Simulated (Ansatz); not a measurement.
The starting structures come from a database of crystals and need not be the phases stable at ambient conditions.

The decay constant κ of evanescent states in the gap governs leakage through a thin film.

Here is the system:

```xyz
10
Lattice="6.1706 0.0000 0.0000 0.0947 8.6175 0.0000 -3.0379 4.3088 3.0468" Properties=species:S:1:pos:R:3 pbc="T T T"
Ba     3.1930     6.4800     0.0000
Ba     0.0343     6.4463     3.0468
La     0.0000     0.0000     0.0000
Ta     0.0474     4.3088     0.0000
O     -1.3392     4.6238     1.4069
O      4.5666     8.3025     1.6399
O      1.4339     3.9937     1.4069
O      1.7934     8.9326     1.6399
O      0.4803     6.2615     0.0000
O      2.7471     6.6648     3.0468
```

Space group of this cell: C2/m. The cell is taken as given.

Transport runs along the normal of the first two printed cell vectors.

The gap is the functional's own. No spin-orbit coupling. Mid-gap values are interpolated on the energy grid.

Problem. Give the band gap and the smallest decay constant κ at mid-gap that r2SCAN in Ansatz (an electronic-structure program) yields.

Solution. Gap 4.14 eV on a 10×10×10 mesh; κ = 0.361 1/Å, at the zone centre.
